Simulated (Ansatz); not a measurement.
Take WSi2 (space group I4/mmm, No. 139; relaxed with 0.1 eV smearing) as the base.

```xyz
3
Lattice="-1.6061 1.6061 3.9033 1.6061 -1.6061 3.9033 1.6061 1.6061 -3.9033" Properties=species:S:1:pos:R:3 pbc="T T T"
W      0.0000     0.0000     0.0000
Si     0.0000     0.0000     2.6138
Si     0.0000     0.0000     5.1927
```

Method: r2SCAN in Ansatz (plane waves to 500 eV, PAW, spin-orbit coupling left out), earlier PAW set.

For the base:

```
Property   Result
--------  -------
Pressure  0.0 GPa
Band gap     zero
```

Modification: the cell is scaled by 1.0224 in all directions; the atoms relax in the strained cell.

Problem. How does this affect the largest internal atomic displacement, pressure and band gap?

Solution. The largest internal atomic displacement comes out as 0.011 Å; the pressure (mean of the normal stresses, compression positive) goes from zero to -13.4 GPa; the band gap remains zero.

No phonon test of stability was made. The final runs are not spin-polarised.

Ansatz is a first-principles code.
